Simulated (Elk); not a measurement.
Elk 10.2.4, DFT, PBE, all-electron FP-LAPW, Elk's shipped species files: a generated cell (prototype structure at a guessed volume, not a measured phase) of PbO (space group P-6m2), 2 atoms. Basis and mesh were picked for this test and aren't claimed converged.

```yaml
cell: 3.32, 3.32, 3.24 Å; 90, 90, 120°
task: ground state
xctype: 20
swidth: 0.001 Hartree
k mesh (ngridk): 9×9×8
maxscl: 100
rgkmax: 7 (default)
empty states an atom (nempty): 4 (default)
epspot (Hartree): 1e-06 (default)
epsengy (Hartree): 0.0001 (default)
k-points after symmetry: 95
largest_matrix_size: 131
valence_states: 18
```

Settings of this run: mixtype = 0, beta0 = 0.1, tefvit = false; 4 threads, 1 BLAS thread.

```
loop  total energy (Hartree)  RMS change in potential
----  ----------------------  -----------------------
1             -21008.5000605                        -
2             -21010.7189401              1.117751435
3             -21011.9035735              1.023059483
4             -21012.3427364             0.9338833456
5             -21012.2973450             0.8489482947
6             -21011.9476107             0.7687697162
7             -21011.4460164             0.6941592176
8             -21010.8802392             0.6255075423
9             -21010.3019324             0.5628627712
10            -21009.7402529             0.5060333569
11            -21009.2104433             0.4546840759
12            -21008.7193912             0.4084082727
13            -21008.2691594             0.3667754075
14            -21007.8591355             0.3293596629
…                          …                        …
51            -21004.1380546         0.6394606499E-02
52            -21004.1297769         0.5753693482E-02
53            -21004.1223076         0.5177194276E-02
54            -21004.1155655         0.4658612667E-02
55            -21004.1094788         0.4192109365E-02
56            -21004.1039873         0.3772441096E-02
57            -21004.0990325         0.3394890280E-02
58            -21004.0945594         0.3055217608E-02
…                          …                        …
93            -21004.0543099         0.7739777513E-04
94            -21004.0541973         0.6970126705E-04
95            -21004.0540965         0.6277068074E-04
96            -21004.0540083         0.5653050922E-04
97            -21004.0539225         0.5091070089E-04
98            -21004.0538510         0.4584809749E-04
99            -21004.0537838         0.4129321704E-04
100           -21004.0537235                        -
```

The run ended without self-consistency in 100 loops.

### Question
Which change of settings makes this cycle converge?

### Answer
Several could match; the one computed here: mixtype = 1 (27 self-consistent loops), all else kept. The other changes of this size gave: beta0 = 0.3 (42). With more settings changed, the fewest of all runs of this system: mixtype = 3 (default), beta0 = not set, mixsdb = 5 (default), broydpm = [0.7, 0.15] (15). Counts are of single runs.
